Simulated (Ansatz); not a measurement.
Rb: Rb → Na

The reference is Rb in the bcc (W type) structure (space group Im-3m, No. 229; a = 5.749 Å).

It is then changed as follows: every Rb is replaced by Na; the structure is relaxed again.

Calculations: DFT with r2SCAN, PAW potentials and a 500 eV plane-wave cutoff in Ansatz (an electronic-structure program), without spin-orbit coupling, earlier PAW set. k-mesh 16×16×16 (Γ-centred); smearing 0.05 eV (Fermi–Dirac), for the changed cell.

```json
{
 "volume_per_atom": "37.71 Å³ (base 95.00 Å³)",
 "density": "1.01 g/cm³ (base 1.49 g/cm³)",
 "lattice_parameter_a": "4.225 Å (base 5.749 Å)",
 "space_group": "Im-3m (No. 229) (base Im-3m (No. 229))",
 "band_gap": "zero (base zero)"
}
```

Final structure:

```xyz
1
Lattice="-2.1126 2.1126 2.1126 2.1126 -2.1126 2.1126 2.1126 2.1126 -2.1126" Properties=species:S:1:pos:R:3 pbc="T T T"
Na     0.0000     0.0000     0.0000
```

No phonon test of stability was made.
